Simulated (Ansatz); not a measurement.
Consider BN in the wurtzite structure (space group P6_3mc, No. 186; a = 2.5410 Å, c = 4.2033 Å). Axes: x lies along a and z along c of the hexagonal cell.

Level of theory: DFT with PBEsol, PAW potentials and a 420 eV plane-wave cutoff in Ansatz (a quantum-chemistry and plane-wave program), no spin-orbit coupling.

Before the change:

The pressure is 0.0 kbar and the valence-band top at Γ is 0.00, 0.00, -0.28 eV.

Perturbation: uniaxial strain ε_zz = −1.20 %, all other strain components held at zero, atoms relaxed at fixed cell.

Question: How does this affect the energy relative to the base, pressure and valence-band top at Γ?

Answer: The energy rises by 2.8 meV/atom; the pressure (mean of the normal stresses, compression positive) goes from zero to 48.8 kbar; the valence-band top at Γ (three highest levels, from the VBM) goes from 0.00, 0.00, -0.28 eV to 0.00, 0.00, -0.23 eV.

The levels and masses belong to the bands next to the band gap. Stability against distortions was not tested.
